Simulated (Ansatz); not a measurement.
The starting structures come from a database of crystals and need not be the phases stable at ambient conditions.

By PBEsol, the system below comes out a metal.

The ballistic (Sharvin) conductance counts the channels at the Fermi level: G/A = (e²/h) × channels of both spins per area.

Here is the system:

```
RuZr
1.0
    3.26200     0.00000     0.00000
    0.00000     4.61316     0.00000
    0.00000     2.30658     2.30658
Zr Ru
1 1
Direct
  0.50000   0.50000   0.00000
  0.00000   0.00000   0.00000
```

The cell is taken as given; by PBEsol it stands under a pressure of -5.2 GPa.

The current flows along the normal of the first two printed cell vectors, the (110) plane of the conventional cell. No spin-orbit coupling; the value is a mean over 0.1 eV about the Fermi level.

Problem. Give the ballistic conductance per area that Ansatz (an electronic-structure program) with PBEsol yields.

Solution. 0.43 × 10¹⁵ S/m² for both spins.
